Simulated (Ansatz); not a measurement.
**Effect of pressure 50 GPa on Ta2N**

Take Ta$_{2}$N in the anti-CdI2 type structure (space group P-3m1, No. 164; a = 3.067 Å, c = 4.884 Å) as the base.

It is then changed as follows: cell and atoms relaxed at a pressure of 50 GPa.

The values are results of r2SCAN+rVV10 (Ansatz, a program for electronic structure, PAW, no spin-orbit coupling), not measurements. Settings: 17×17×10 k-points, 0.05 eV Fermi–Dirac smearing.

```csv
quantity,base,changed,shift
volume per atom,13.26 Å³,11.67 Å³,-1.59 Å³
density,15.69 g/cm³,17.83 g/cm³,+2.14 g/cm³
lattice parameter a,5.795 bohr,5.534 bohr,-0.261 bohr
c/a ratio,1.593,1.609,+0.016
shortest interatomic distance,4.102 bohr,3.954 bohr,-0.148 bohr
enthalpy H = E + PV relative to the base's energy,–,+3.86 eV/atom,–
band gap,zero,zero,–
```

Load acts through the strain it causes; cell and atoms are relaxed under it. No phonon test of stability was made. No other phases were tried under pressure. All final runs are without spin polarisation. An odd electron count without spin: Ta2N.
